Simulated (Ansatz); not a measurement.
**Effect of H interstitial (started 2.63 Å from the nearest host atom), symmetric start on CuI**

Consider a 24-atom supercell of CuI in the zinc blende structure (space group F-43m, No. 216; a = 6.0778 Å) at its relaxed geometry.

Perturbation: a neutral H interstitial (started 2.63 Å from the nearest host atom), symmetric start, atoms relaxed at fixed cell.

Method: PBE in Ansatz (plane waves to 420 eV, PAW, no spin-orbit coupling), earlier PAW set. k-mesh 4×3×4 (Γ-centred); smearing 0.01 eV (Fermi–Dirac).

The gap of the supercell decreases by 0.47 eV, from 1.10 eV to 0.63 eV and the total moment of the cell comes out as 1.0 μB. The largest displacement of a host atom from its site in the perfect cell is 0.06 Å.

Cost of the whole job for the changed cell (relaxation, final SCF and bands): very roughly 40 core-minutes.

Other magnetic orders, which the real material may have, were not ruled out. The cell is small, so the values are those of an ordered compound at a high defect concentration; dilute-limit values will differ. The defect started on the symmetric site and kept its symmetry, so it may sit on a saddle. With I present, leaving out spin-orbit coupling can change the band edges. Spin-polarised in the final run: H interstitial (started 2.63 Å from the nearest host atom); the other runs are not. The defect cell is spin-polarised and ends with 1.0 μB.

Ansatz is an electronic-structure program.
